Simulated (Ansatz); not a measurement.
Defect migration in fcc Al: Zn-vacancy pair (Zn on one host Al site, one Al site vacant), neutral cell. These are PBE, PAW (plane waves to 420 eV; Ansatz, a first-principles code) values and carry that method's errors.

Cell of 32 host sites held at the relaxed PBE lattice; a 4×4×4 k-point mesh shifted by half a step; Fermi-Dirac width 0.10 eV, spin-restricted; finite-size errors left in. No zero-point or tunnelling terms. Forms of the defect that were not tried may lie lower. The start lies 0.046 eV above the lowest site run (PBE).

Barriers: single points on a 6×6×6 k-point mesh shifted by half a step at the bands' geometries.

Relaxed starting cell (atoms counted from 1):

```
CELL_PARAMETERS angstrom
      8.08392     0.00000     0.00000
      0.00000     8.08392     0.00000
      0.00000     0.00000     8.08392
ATOMIC_POSITIONS crystal
  Zn 0.99917 0.00044 0.00071
  Al 0.99895 0.00043 0.50075
  Al 0.99899 0.50043 0.00075
  Al 0.49901 0.00042 0.00069
  Al 0.49905 0.00039 0.50070
  Al 0.49903 0.50043 0.00081
  Al 0.49888 0.50044 0.50069
  Al 0.99904 0.25403 0.25445
  Al 0.99892 0.25422 0.74707
  Al 0.99895 0.74678 0.25431
  Al 0.99898 0.74663 0.74705
  Al 0.49898 0.24964 0.24995
  Al 0.49902 0.24965 0.75152
  Al 0.49901 0.75117 0.24997
  Al 0.49901 0.75120 0.75144
  Al 0.24977 0.00043 0.24991
  Al 0.24971 0.00042 0.75171
  Al 0.24656 0.50037 0.25404
  Al 0.24668 0.50050 0.74754
  Al 0.74824 0.00034 0.24980
  Al 0.74832 0.00039 0.75160
  Al 0.75135 0.50040 0.25394
  Al 0.75122 0.50036 0.74750
  Al 0.24978 0.24952 0.00075
  Al 0.24656 0.25374 0.50090
  Al 0.24986 0.75139 0.00078
  Al 0.24651 0.74710 0.50069
  Al 0.74826 0.24936 0.00076
  Al 0.75137 0.25383 0.50065
  Al 0.74827 0.75140 0.00065
  Al 0.75148 0.74690 0.50075
```

End state 1 differs by these moves (Å; atoms that move under 0.08 Å are left out):

```
atom  element    Δx    Δy    Δz
----  -------  ----  ----  ----
22         Al  1.97  0.00  1.97
```

**Question.** What is the computed forward and backward barriers to end state 1 (PBE, PAW)?

**Answer.** forward 0.56 eV, backward 0.59 eV; at the saddle point atom 22 has neighbours 4 Al at 2.64, 2 Al at 3.11, Al at 3.13, Al at 3.14 Å. The saddle point's order was not checked, and it lies on a symmetry element of the cell, where a band can be held.
